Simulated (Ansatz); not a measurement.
## GaAs, response to strain

Take GaAs in the zinc blende structure (space group F-43m, No. 216; a = 5.603 Å) as the base. Axes: x, y, z lie along the cube axes.

Strains are applied to the cell and any free atomic positions relax; under biaxial strain the out-of-plane vector relaxes too.

Calculations: LDA/PAW in Ansatz (a program for electronic structure), no spin-orbit coupling.

Notes on the quantities. pressure: mean of the normal stresses, compression positive.

```csv
change,pressure,band gap,ratio −ε⊥/ε∥
base,0.01 GPa,0.49 eV,–
"biaxial strain −3.00 %, plane normal [001], relaxed out of plane",2.73 GPa,0.60 eV,0.89
"biaxial strain −2.50 %, plane normal [001], relaxed out of plane",2.23 GPa,0.59 eV,0.89
"biaxial strain −2.00 %, plane normal [001], relaxed out of plane",1.76 GPa,0.57 eV,0.90
"biaxial strain −0.50 %, plane normal [001], relaxed out of plane",[?],0.51 eV,–
"biaxial strain +0.50 %, plane normal [001], relaxed out of plane",-0.40 GPa,0.41 eV,–
"biaxial strain +1.00 %, plane normal [001], relaxed out of plane",-0.78 GPa,0.33 eV,0.91
"biaxial strain +1.50 %, plane normal [001], relaxed out of plane",-1.15 GPa,[?],0.91
"biaxial strain +2.00 %, plane normal [001], relaxed out of plane",-1.50 GPa,0.18 eV,0.92
"biaxial strain +2.50 %, plane normal [001], relaxed out of plane",-1.84 GPa,[?],0.92
```

**Question.** Some entries are withheld; estimate them.

**Answer.** 
- biaxial strain −0.50 %, plane normal [001], relaxed out of plane, pressure: 0.42 GPa
- biaxial strain +1.50 %, plane normal [001], relaxed out of plane, band gap: 0.26 eV
- biaxial strain +2.50 %, plane normal [001], relaxed out of plane, band gap: 0.11 eV

No phonon test of stability was made. The zero or small gap of GaAs under biaxial strain +1.50 %, plane normal [001], relaxed out of plane, GaAs under biaxial strain +2.00 %, plane normal [001], relaxed out of plane and GaAs under biaxial strain +2.50 %, plane normal [001], relaxed out of plane can change with the level of theory.
